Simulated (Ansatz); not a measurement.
## Convergence study of the plane-wave cutoff for Ca2CoN2 (I4mm, 5 atoms in the cell)

```yaml
crystal:
  lattice:
    - [-1.76847, 1.76847, 6.13334]
    - [1.76847, -1.76847, 6.13334]
    - [1.76847, 1.76847, -6.13334]
  atoms:
    - { symbol: Ca, position: [0.34871, 0.34871, 0.00000] }
    - { symbol: Ca, position: [0.65537, 0.65537, 0.00000] }
    - { symbol: Co, position: [0.00000, 0.00000, 0.00000], spin: 3.0 }
    - { symbol: N, position: [0.14401, 0.14401, 0.00000] }
    - { symbol: N, position: [0.85599, 0.85599, 0.00000] }
```
(The spins are starting values, not results.)

Method of the run: PBEsol, default PAW files made with PBE (plane waves; Ansatz, a first-principles code).

Base settings: basis.ecutwfc = 420 eV; kpoints.mp_grid.grid = 5 5 5; hamiltonian.xc = pbesol; hamiltonian.pseudopotentials = {kind: paw} (the program's default PAW files); magnetization.spin_polarized = true; scf.occupations.method = fermi_dirac; scf.occupations.width = 0.1 eV.

The second cell is the first with its lattice scaled by 0.98.

The mesh stays at the base's, so the ladder's end is converged at best in this setting alone.

The first pressure column holds Ansatz's estimate of the finite-basis (Pulay) stress, which hides part of the cutoff error; the other is without it.

Only quantities that move along the ladder and can be compared are tabulated.

The magnetic state is not the same in all runs (site moments differ, or a search went on to a lower state), so steps between rows are not convergence errors alone.

The count of work is k-points × plane waves × bands × iterations; it is no time. 

The starting cell comes from a database of computed structures (which also holds hypothetical and non-ambient phases and stackings), without a prior relaxation at this level. Its lattice was rescaled by up to half a per cent. One atom was moved a little off its site on purpose. With one magnetic atom in the cell only a parallel order is possible. In the base run, with a pressure of about -4 GPa the cell is away from its equilibrium volume at this level. Without a gap this mesh is coarse (it stands for a supercell whose shortest vector is 18 Å).

Steps (basis.ecutwfc): 145 eV; 170 eV; 190 eV; 210 eV; 230 eV; 250 eV; 295 eV; 335 eV; 380 eV; 420 eV; 460 eV; 505 eV; 565 eV; 630 eV; 735 eV; 840 eV; 1010 eV.

What is the coarsest basis.ecutwfc that holds the pressure without the Pulay estimate within 0.5 GPa of the last step, with all finer ones?

420 eV, at 0.26 of the last step's count of work; the step before is off by 1.2 GPa.

What is the coarsest basis.ecutwfc that holds the pressure within 0.5 GPa of the last step, with all finer ones?

295 eV, at 0.15 of the last step's count of work; the step before is off by 2.3 GPa.

What is the coarsest basis.ecutwfc that holds the forces within 0.01 eV/Å of the last step, with all finer ones?

380 eV, at 0.22 of the last step's count of work; the step before is off by 0.020 eV/Å.

| basis.ecutwfc | free energy less the last step's (meV/atom) | energy of the compressed cell less the first (meV/atom) | pressure (GPa) | pressure without the Pulay estimate (GPa) | largest difference of a force vector from the last step's (eV/Å) | count of work / last |
|---|---|---|---|---|---|---|
| 145 eV | 32731.79 | 634.88 | -20.03 | -1002.60 | 1.243 | 0.066 |
| 170 eV | 15815.25 | -133.93 | 2.27 | -557.40 | 3.401 | 0.079 |
| 190 eV | 8537.89 | -26.26 | 7.14 | -338.37 | 2.793 | 0.087 |
| 210 eV | 4616.76 | 35.45 | 4.57 | -206.73 | 1.902 | 0.089 |
| 230 eV | 2465.11 | -13.38 | 1.36 | -125.02 | 1.124 | 0.11 |
| 250 eV | 1288.32 | -2.36 | -1.24 | -74.76 | 0.475 | 0.11 |
| 295 eV | 278.51 | -3.28 | -3.60 | -23.50 | 0.022 | 0.15 |
| 335 eV | 66.86 | -3.53 | -3.60 | -9.31 | 0.020 | 0.18 |
| 380 eV | 12.79 | -2.64 | -3.52 | -4.75 | 0.003 | 0.22 |
| 420 eV | 3.19 | -2.40 | -3.50 | -3.79 | 0.004 | 0.26 |
| 460 eV | 1.16 | -2.43 | -3.50 | -3.57 | 0.003 | 0.33 |
| 505 eV | 0.68 | -2.43 | -3.50 | -3.52 | 0.002 | 0.31 |
| 565 eV | 0.50 | -2.46 | -3.50 | -3.52 | 0.002 | 0.36 |
| 630 eV | 0.31 | -2.47 | -3.51 | -3.52 | 0.001 | 0.52 |
| 735 eV | 0.14 | -2.48 | -3.51 | -3.51 | 0.000 | 0.63 |
| 840 eV | 0.09 | -2.49 | -3.51 | -3.51 | 0.000 | 0.77 |
| 1010 eV | 0.00 | -2.48 | -3.51 | -3.51 | 0.000 | 1.0 |

The energy difference between the two cells stays within 1 meV/atom of the last step's from 380 eV on, the total only from 505 eV on: much of the error is common to both cells and cancels.

At the lowest cutoff the pressure without the Pulay estimate lies 999 GPa under the last step's, the usual sign of Pulay stress in an incomplete plane-wave basis.

Keys are those of Ansatz 0.2.
